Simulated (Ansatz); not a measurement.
The reference is a 16-atom supercell of MoP (space group P-6m2, No. 187; a = 3.206 Å, c = 3.174 Å) at its relaxed geometry.

Calculations: Ansatz (a program for electronic structure), PBEsol, PAW, cutoff 420 eV, no SOC.

Before the change:

```
Quantity   Result
--------  -------
Pressure  0.0 GPa
```

It is then changed as follows: a neutral Zr on a Mo site, atoms relaxed at fixed cell, starting from a slightly rattled geometry.

Tabulated Pauling electronegativity and covalent radius: Mo 2.16, 1.54 Å; Zr 1.33, 1.75 Å.

### Question
What does the calculation give for the pressure and largest displacement of a host atom from its site in the perfect cell after the change?

### Answer
The pressure goes from zero to 7.2 GPa; the largest displacement of a host atom from its site in the perfect cell is 0.08 Å.

In so small a cell the defect repeats every few ångströms: this is an ordered compound, not a dilute defect. The final runs are not spin-polarised. An odd electron count without spin: MoP. The defect cell is not spin-polarised.
